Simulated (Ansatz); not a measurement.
Relaxation of the outer planes of the (110) surface of bcc Nb in its 1x1 cell, outermost plane spacing 2.34 Å in the ideal cut.

The numbers are results of PBE (plane waves to 420 eV, PAW; Ansatz, an electronic-structure program), not measurements.

Model: 7-atom slab, 14.0 Å thick at the start, 14x14x1 mesh, Fermi-Dirac 0.1 eV, dipole correction, all atoms relaxed; start symmetry kept, larger cells not searched; no spin, no spin-orbit, no U.

| plane | atoms | bulk spacing to the next (Å) | relaxed spacing (Å) | change (%) | rumpling (Å) |
|---|---|---|---|---|---|
| 1 | Nb | 2.341 | (withheld) | (withheld) | 0.00 |
| 2 | Nb | 2.341 | 2.357 | 0.7 | 0.00 |

Q: Complete the blanks.

A: 
- 1, relaxed spacing (Å): 2.233
- 1, change (%): -4.6
